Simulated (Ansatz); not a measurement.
Consider the formation energy of F_i in Cu (fcc, Fm-3m). Reaction: 64 Cu (fcc) + 1/2 F2 (gas) → cell A.

Cell A: a supercell of 64 sites of Cu (fcc, Fm-3m) with F off the lattice sites (6 Cu at 2.08 Å); spin state with PBE: run without spin, k-point mesh 5×5×5.
```
Cu64F
1.0
   10.26676     0.00000     0.00000
    5.13338     8.89128     0.00000
    5.13338     2.96376     8.38278
Cu F
64 1
Direct
  0.99991   0.00009   0.00009
  0.99991   0.00009   0.24991
  0.99613   0.00387   0.50041
  0.99613   0.00387   0.74959
  0.99991   0.24991   0.00009
  0.99985   0.24985   0.24985
  0.00079   0.25079   0.49921
  0.99985   0.24985   0.75044
  0.99613   0.50041   0.00387
  0.00079   0.49921   0.25079
  0.00079   0.49921   0.49921
  0.99613   0.50041   0.74959
  0.99613   0.74959   0.00387
  0.99985   0.75044   0.24985
  0.99613   0.74959   0.50041
  0.99853   0.75049   0.75049
  0.24956   0.00015   0.00015
  0.25041   0.00387   0.24613
  0.24951   0.00147   0.49951
  0.25041   0.00387   0.74959
  0.25041   0.24613   0.00387
  0.24921   0.25079   0.25079
  0.24921   0.25079   0.49921
  0.25041   0.24613   0.74959
  0.24951   0.49951   0.00147
  0.24921   0.49921   0.25079
  0.24951   0.49951   0.49951
  0.23169   0.48169   0.76831
  0.25041   0.74959   0.00387
  0.25041   0.74959   0.24613
  0.23169   0.76831   0.48169
  0.23169   0.76831   0.76831
  0.50079   0.99921   0.99921
  0.49959   0.00387   0.24613
  0.49959   0.00387   0.50041
  0.50079   0.99921   0.75079
  0.49959   0.24613   0.00387
  0.50044   0.24985   0.24985
  0.49959   0.24613   0.50041
  0.50049   0.24853   0.75049
  0.49959   0.50041   0.00387
  0.49959   0.50041   0.24613
  0.51831   0.48169   0.48169
  0.51831   0.48169   0.76831
  0.50079   0.75079   0.99921
  0.50049   0.75049   0.24853
  0.51831   0.76831   0.48169
  0.50049   0.75049   0.75049
  0.75015   0.00015   0.00015
  0.75009   0.00009   0.24991
  0.75015   0.00015   0.49956
  0.74921   0.99921   0.75079
  0.75009   0.24991   0.00009
  0.75009   0.24991   0.24991
  0.75387   0.24613   0.50041
  0.75387   0.24613   0.74959
  0.75015   0.49956   0.00015
  0.75387   0.50041   0.24613
  0.75147   0.49951   0.49951
  0.75387   0.50041   0.74959
  0.74921   0.75079   0.99921
  0.75387   0.74959   0.24613
  0.75387   0.74959   0.50041
  0.74921   0.75079   0.75079
  0.37500   0.62500   0.62500
```

Reference: Cu (fcc, Fm-3m), 64 atoms in the cell, the relaxed perfect crystal repeated, atoms not moved again; spin state with PBE: run without spin, k-point mesh 5×5×5 on the run's own vectors.

Reference: an isolated F2 molecule (singlet) in a box of 11 × 11 × 13 Å.

Plane-wave PAW calculations with Ansatz (a quantum-chemistry and plane-wave program), its default PAW set, cutoff 500 eV. The structures are at rest with PBE, within the held lattices; other levels are single points on them. Neutral cells; Fermi-Dirac smearing of at most 0.10 eV in the solids, energies taken to zero width. The lattices are those relaxed with PBE, so at other levels the solids can be strained. Larger cells are relaxed from a start prepared with the learned potential CHGNet, on a coarser mesh till forces fall under 0.03 eV/Å, which some starts already meet. A dispersion term (D3(BJ), or D4 for r2SCAN) was computed beside these levels and is taken off wherever the name lacks it. The PAW files were made for PBE and serve at the other functionals too. Space groups of crystals are read within 0.01 Å. Nuclei at rest; no vibrational terms. No structure search was made; lower ones may exist. No Hubbard U is applied. Values are for these cell sizes. Mesh and cell size may move defect energies by 0.1 eV or more. Cell A has symmetry Fm-3m within 0.02 Å and got no random move, so less symmetric positions, which may lie lower, weren't tried.

Task: What is the computed value (r2SCAN)?

Result: -0.34 eV, for 64 Cu (fcc) + 1/2 F2 (gas) → cell A.
